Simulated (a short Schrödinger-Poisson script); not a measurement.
System: MOS inversion layer, SiO2 on p-type Ge(111), at 300 K.

| layer | material | thickness (nm) | Na (cm⁻³) |
|---|---|---|---|
| 1 | SiO2 | 3.5 | - |
| 2 | Ge | 970 | 1.8e17 |

Constants are typed, rounded textbook-type inputs, not results; the design itself was drawn at random and stands for no fabricated device. SiO2: permittivity 3.9, conduction-band edge (eV) 3.1, gap (eV) 9, electron mass (mₑ) 0.5. Ge: permittivity 16, conduction-band edge (eV) 0, gap (eV) 0.664, Nv at 300 K (cm⁻³) 6e18.

Channel valleys (confinement mass, in-plane density-of-states mass, number): L1 1.59, 0.08, 1; L3 0.09, 0.34, 3. At the gate the conduction-band edge of layer 1 lies 3.27 eV − eVg above the Fermi level of the channel; the field vanishes at the back. Gaps are held at their typed values at every temperature. Mesh 0.03 nm at interfaces.

Solved with a short Schrödinger-Poisson script written for these runs: 1D Poisson equation in equilibrium, electrons quantum, Hartree (BenDaniel-Duke, 12 states a valley, the channel's in-plane mass for all, wave functions free to enter the dielectric), parabolic valleys, classical holes, full ionisation, no traps, pinning or gate leakage.

The same stack at other levels of the model or other numerical settings:

| run | sheet density of all electrons at Vg = 2.55 V (cm⁻²) | sheet density of all electrons at Vg = 0.75 V (cm⁻²) | capacitance at Vg = 2.55 V (μF/cm²) | centroid of the channel electrons at Vg = 2.55 V (nm) | rough cost against the base |
|---|---|---|---|---|---|
| base | 1.16e13 | 1.81e12 | 0.896 | 1.99 | about 1 |
| electrons treated as classical, Boltzmann | 1.27e13 | 2.14e12 | 0.963 | 0.66 | 0.03 |
| electrons treated as classical, Fermi-Dirac | 1.22e13 | 2.09e12 | 0.922 | 1.11 | 0.1 |
| mesh six times as coarse | 1.16e13 | 1.80e12 | 0.895 | 2.01 | 0.3 |
| one subband a valley | 1.15e13 | 1.77e12 | 0.896 | 1.94 | 0.4 |

The classical rows ignore confinement, and Boltzmann statistics overrate the density once the band edge passes the Fermi level.

Only the L valleys are kept; under strong confinement the Δ valleys of Ge fill too.
